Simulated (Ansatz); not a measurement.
Results of PBE0 (plane waves, PAW; Ansatz, a program for electronic structure) for rock-salt AlN (model structure).

Settings: plane-wave cutoff 500 eV, 10×10×10 k mesh, Fermi–Dirac smearing 0.05 eV, scalar-relativistic PAW data made under PBE.

Cell (relaxed with r²SCAN):

```cif
data_AlN
_chemical_formula_sum 'Al1 N1'
_space_group_name_H-M_alt 'P 1'
_space_group_IT_number 1
_cell_length_a 2.85510
_cell_length_b 2.85510
_cell_length_c 2.85510
_cell_angle_alpha 60.000
_cell_angle_beta 60.000
_cell_angle_gamma 60.000
loop_
_space_group_symop_operation_xyz
  'x, y, z'
loop_
_atom_site_label
_atom_site_type_symbol
_atom_site_fract_x
_atom_site_fract_y
_atom_site_fract_z
_atom_site_occupancy
Al1 Al 0.00000 0.00000 0.00000 1
N1 N 0.50000 0.50000 0.50000 1
```

Problem. Give the computed band gap.

Solution. 
* **band gap**: 6.83 eV (on the SCF k mesh)

Note: exact exchange on metals is sensitive to the k mesh and can open a false gap; the relaxation could raise the start's symmetry but not lower it, so the cell can be a saddle point; cell and atoms aren't relaxed at this level (pressure -1.5 GPa).

The computed numbers hold no vibrational or temperature effects.

A model structure was made by putting elements into a prototype or built by hand; it is no filed structure, need not be a known phase, and can be a saddle point held by its symmetry.
